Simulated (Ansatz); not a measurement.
We consider HfO2 (P4₂/nmc, No. 137, 6 atoms in the cell; start mp-1018721; high-temperature phase), described by LDA (PAW; Ansatz, an electronic-structure program).

Settings: plane-wave cutoff 500 eV, 12×12×8 k mesh (along the axes of the cell as run), gaussian smearing 0.02 eV, scalar-relativistic PAW data made under PBE.

Cell (relaxed at this level):

```xyz
6
Lattice="3.5371 0.0000 0.0000 0.0000 3.5371 0.0000 0.0000 0.0000 5.1017" Properties=species:S:1:pos:R:3 pbc="T T T"
Hf     1.7685     1.7685     2.5509
Hf     0.0000     0.0000     0.0000
O      0.0000     1.7685     3.5907
O      0.0000     1.7685     1.0398
O      1.7685     0.0000     4.0619
O      1.7685     0.0000     1.5110
```

Task: Estimate the band gap that the calculation returns.

Result: 
- band gap: 4.48 eV (on the SCF k mesh)

Note: the relaxation could not lower the start's symmetry, so the cell can be a saddle point above a distorted one.

Spin–orbit coupling is not included.

Computed values are for the static lattice.

Computing time: very roughly 2.5 core-minutes.

A start named mp-… is a Materials Project structure, which need not be a measured phase.
